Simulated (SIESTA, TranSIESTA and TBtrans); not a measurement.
Run with TranSIESTA and TBtrans (open boundaries, self-consistent; PseudoDojo norm-conserving potentials, scalar-relativistic): Spin polarized, PAO.BasisSize DZP, PAO.EnergyShift 0.15 eV, XC.Authors PBE, Mesh.Cutoff 200 Ry, ElectronicTemperature 300 K, TS.Voltage 0.0 eV, TBT.Elecs.Eta 0.001 eV.

System: Fe chain with one S atom in place of Fe. Leads: straight Fe chain, spacing 2.25 Å. Geometry: 3 atoms about the centre moved by SIESTA (PBE, DZP) to a largest force of 0.01 eV/Å, all others as built, motion along the axis alone. Transport runs along z; the first 6 and the last 6 of the 21 atoms are the lead cells, repeated to infinity.

```xyz
21
Lattice="9.000 0.000 0.000 0.000 9.000 0.000 0.000 0.000 47.300" Properties=species:S:1:pos:R:3 pbc="F F T"
Fe     4.500     4.500     0.000
Fe     4.500     4.500     2.250
Fe     4.500     4.500     4.500
Fe     4.500     4.500     6.750
Fe     4.500     4.500     9.000
Fe     4.500     4.500    11.250
Fe     4.500     4.500    13.500
Fe     4.500     4.500    15.750
Fe     4.500     4.500    18.000
Fe     4.500     4.500    20.304
S      4.500     4.500    22.523
Fe     4.500     4.500    24.744
Fe     4.500     4.500    27.050
Fe     4.500     4.500    29.300
Fe     4.500     4.500    31.550
Fe     4.500     4.500    33.800
Fe     4.500     4.500    36.050
Fe     4.500     4.500    38.300
Fe     4.500     4.500    40.550
Fe     4.500     4.500    42.800
Fe     4.500     4.500    45.050
```
Starting moments (μB): atom 7 +3.2, atom 8 +3.2, atom 9 +3.2, atom 10 +3.2, atom 12 +3.2, atom 13 +3.2, atom 14 +3.2, atom 15 +3.2; lead atoms +3.2 (left) and +3.2 (right).

Give the largest eigenchannel transmissions at the Fermi level (four at most) and the total.

Up: 0.38 (total 0.38); down: 0.80, 0.80, 0.42, 0.0020 (total 2.03). The magnetic order of the leads was set by the start, and no other order was tried; the separate lead runs end at 3.39 (left) and 3.39 (right) μB an atom. The straight chain is held at its spacing; free chains may zigzag or dimerise.
